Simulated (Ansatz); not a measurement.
Output of an Ansatz run (abridged):

```
WARN ansatz: RAYON_NUM_THREADS=1 ignored (pool sized by the plan → 1); use --threads N
Pseudopotentials: kind: paw
Pseudopotential: Na, paw, valence charge 9
Pseudopotential: Br, paw, valence charge 7
Pseudopotential: O, paw, valence charge 6
Crystal: 5 atoms, lattice volume = 91.762 Å³
Basis set: ecut = 420 eV, 1791 PW (Γ)
Bands: 25, of which v1, the nominal top of the filled ones, is band 20 counted from 1 (19 counted from 0)
Symmetry: 48 space group operations
Space group: Pm-3m (ITA 221), of the structure as read, at distance tolerance 4.5e-5 Å
k-points: 20 of 216
PAW frozen core: Na, regenerated for the run's functional, and the local potential with it
PAW frozen core: Br, regenerated for the run's functional, and the local potential with it
PAW frozen core: O, regenerated for the run's functional, and the local potential with it
Initial density: superposition of atomic densities (neutral atoms: chi_scale 0, normalization atom), corrected by the library's trained network
Initial wavefunctions: pseudopotential atomic-orbital guess
Eigensolver: davidson
Functional: x = slater, c = lda
SCF iter   1: F=—  HF=-7653.552938 eV  |F-HF|=—  |Δ(HF+E_count)|=         —  Δρ=1.08e-2  dr2=8.34e-2  ethr=1.77e-3  ⟨swp⟩=6.7  Hψ=2214  notcnv=0
all-band conjugate gradients solve this SCF's bands
preconditioner: auto → Resta (q_TF=auto, 2.376 Å⁻¹)
SCF iter   2: F=—  HF=-7653.526113 eV  |F-HF|=—  |Δ(HF+E_count)|=   2.68e-2  Δρ=3.18e-3  dr2=9.53e-3  ethr=2.09e-4  ⟨swp⟩=2.5  Hψ=982  notcnv=0  defer=19
SCF iter   3: F=—  HF=-7653.523572 eV  |F-HF|=—  |Δ(HF+E_count)|=   2.54e-3  Δρ=8.10e-4  dr2=6.00e-4  ethr=2.38e-5  ⟨swp⟩=3.0  Hψ=913  notcnv=0  defer=20
SCF iter   4: F=—  HF=-7653.523416 eV  |F-HF|=—  |Δ(HF+E_count)|=   1.56e-4  Δρ=1.27e-4  dr2=2.52e-5  ethr=1.50e-6  ⟨swp⟩=2.0  Hψ=539  notcnv=0  defer=20
SCF iter   5: F=—  HF=-7653.523412 eV  |F-HF|=—  |Δ(HF+E_count)|=   4.52e-6  Δρ=3.25e-5  dr2=1.40e-6  ethr=6.31e-8  ⟨swp⟩=2.5  Hψ=734  notcnv=0  defer=20
SCF iter   6: F=-7653.523411 eV  HF=-7653.523412 eV  |F-HF|=5.26e-8  |Δ(HF+E_count)|=   1.24e-7  Δρ=9.68e-6  dr2=6.64e-8  ethr=2.50e-10  ⟨swp⟩=9.2  Hψ=2451  notcnv=0
SCF 1 converged in 6 iterations: F = -7653.523411 eV  dr2 = 6.64e-8
SCF converged after 6 iterations
Free energy (F): -7653.523411 eV
Harris-Foulkes:  -7653.523412 eV  (|F-HF|=5.26e-8)
Internal energy: -7653.523411 eV  (E = F + TS)
E sigma→0 (E₀):  -7653.523411 eV
Fermi energy:    4.367868 eV
--- Per-component energies (eV) ---
  E_band       = -634.745658
  E_kinetic    = 671.655315
  E_local      = -4461.273384  (includes V_loc(G=0)·N_el)
  E_nonlocal   = 472.208852
  E_hartree    = 1600.648670
  E_xc         = -450.307477
  E_vxc        = -349.798948  (∫ρ·V_xc dr)
  E_paw        = -3041.129269  (= ΣΔE_a)
  E_vpaw       = -168.835676  (= ΣTr[D̂ρ^β])
  E_aug_tail   = 0.002507  (compensation charges beyond the density's cutoff)
  E_ewald      = -2446.054729
  E_core_change = 0.726103  (= ΣΔE_core)
  E_smearing   = -0.000000  (= −TS)
  E_closure    = 0.000000  (closes the sum)
  Σ components = -7653.523411   (vs F -7653.523411, Δ=0.00e0)
--- Forces (eV/Å), atoms counted from 1 ---
  atom   1  Na     0.00000000    -0.00000000    -0.00000000
   [... zero for the other atoms too ...]
  max |Σ_I F_I| component: 5.29e-29 eV/Å
--- Stress (GPa, compression-positive) ---
       -1.602894       0.000000       0.000000
        0.000000      -1.602894       0.000000
        0.000000       0.000000      -1.602894
  P = ⅓ Tr σ = -1.6029 GPa (-16.029 kbar)
  The stress holds the Pulay correction. Without it, at fixed plane waves, as pw.x and ABINIT print it: P = -1.7923 GPa
--- Band table (eV; the first three rows and the last of 20) ---
  k-point 0: bands = ["-46.1149", "-46.0962", "-46.0962", "-18.7228", "-18.7228", "-18.7228", "-18.6818", "-18.6818", "-18.6818", "-18.4839", "-18.4839", "-18.4839", "-11.3115", "-10.7219", "0.7712", "0.7712", "0.7712", "3.3923", "3.3923", "3.3923", [...]
  k-point 1: bands = ["-46.1138", "-46.0973", "-46.0962", "-18.7208", "-18.7191", "-18.7191", "-18.6833", "-18.6833", "-18.6825", "-18.4948", "-18.4858", "-18.4858", "-11.2810", "-10.7109", "0.5238", "0.8025", "0.8025", "3.1042", "3.3477", "3.3477", [...]
  k-point 2: bands = ["-46.1109", "-46.1001", "-46.0962", "-18.7157", "-18.7100", "-18.7100", "-18.6880", "-18.6880", "-18.6838", "-18.5174", "-18.4897", "-18.4897", "-11.2181", "-10.6903", "0.0999", "0.8688", "0.8688", "2.7142", "3.2546", "3.2546", [...]
  k-point 19: bands = ["-46.1023", "-46.1023", "-46.1023", "-18.7490", "-18.7490", "-18.7490", "-18.7045", "-18.6431", "-18.6431", "-18.6431", "-18.4373", "-18.4373", "-11.1107", "-10.4674", "0.2516", "0.2516", "0.2516", "2.6462", "2.6462", [...]
```

The structure:

```
CELL_PARAMETERS angstrom
      4.51046     0.00000     0.00000
      0.00000     4.51046     0.00000
      0.00000     0.00000     4.51046
ATOMIC_POSITIONS crystal
  Na 0.00000 0.50000 0.50000
  Na 0.50000 0.00000 0.50000
  Na 0.50000 0.50000 0.00000
  Br 0.00000 0.00000 0.00000
  O  0.50000 0.50000 0.50000
```

Task: Reconstruct the input of this run.

Result: Other spellings and defaults could give the same log, and not every line can be read from it. The input that was run (DFT, LDA (PW92), plane waves, default PAW files made with PBE):

Ansatz 0.2 input:
```yaml
# Na3BrO
crystal:
  lattice:
    - [4.51046400, 0.00000000, 0.00000000]
    - [0.00000000, 4.51046400, 0.00000000]
    - [0.00000000, 0.00000000, 4.51046400]
  atoms:
    - { symbol: Na, position_ang: [0.00000000, 2.25523200, 2.25523200] }
    - { symbol: Na, position_ang: [2.25523200, 0.00000000, 2.25523200] }
    - { symbol: Na, position_ang: [2.25523200, 2.25523200, 0.00000000] }
    - { symbol: Br, position_ang: [0.00000000, 0.00000000, 0.00000000] }
    - { symbol: O, position_ang: [2.25523200, 2.25523200, 2.25523200] }
basis:
  ecutwfc: 420.0
kpoints:
  mp_grid: { grid: [6, 6, 6] }
hamiltonian:
  xc: lda
  pseudopotentials: { kind: paw }
scf:
  occupations: { method: fermi_dirac, width: 0.02 }
output:
  forces: true
  eigenvalues: true
  stress: true
```

The starting cell comes from a database of computed structures (which also holds hypothetical and non-ambient phases and stackings), without a prior relaxation at this level. Its lattice was rescaled by up to half a per cent. Ansatz's pressure includes its estimate of the finite-basis (Pulay) stress.

Ansatz is a program for electronic structure.
